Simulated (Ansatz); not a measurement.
## LiBH4 (P6₃mc, No. 186, 12 atoms in the cell; start mp-2659898)

Computed with r²SCAN in Ansatz (plane waves, PAW).

Numerical settings: plane-wave cutoff 500 eV, 12×12×6 k mesh (along the axes of the cell as run), Fermi–Dirac smearing 0.05 eV, scalar-relativistic PAW data made under PBE.

Cell (relaxed at this level):

```
LiBH4
1.0
    4.18515     0.00000     0.00000
   -2.09258     3.62445     0.00000
    0.00000     0.00000     7.23895
Li B H
2 2 8
Cartesian
  0.00000   2.41630   0.78623
  2.09258   1.20815   4.40571
  0.00000   2.41630   3.88403
  2.09258   1.20815   0.26455
  0.00000   2.41630   2.67237
  2.09258   1.20815   6.29185
  0.00000   1.27353   4.29667
  3.08224   0.63677   0.67720
  0.98967   2.98768   4.29667
  2.09258   2.35092   0.67720
 -0.98967   2.98768   4.29667
  1.10291   0.63677   0.67720
```

```yaml
band_gap: 7.31 eV (on the SCF k mesh)
```

Note: the relaxation could not lower the start's symmetry, so the cell can be a saddle point above a distorted one.

The computed numbers hold no vibrational or temperature effects.

A start named mp-… is a Materials Project structure, which need not be a measured phase.

Ansatz is a first-principles code.
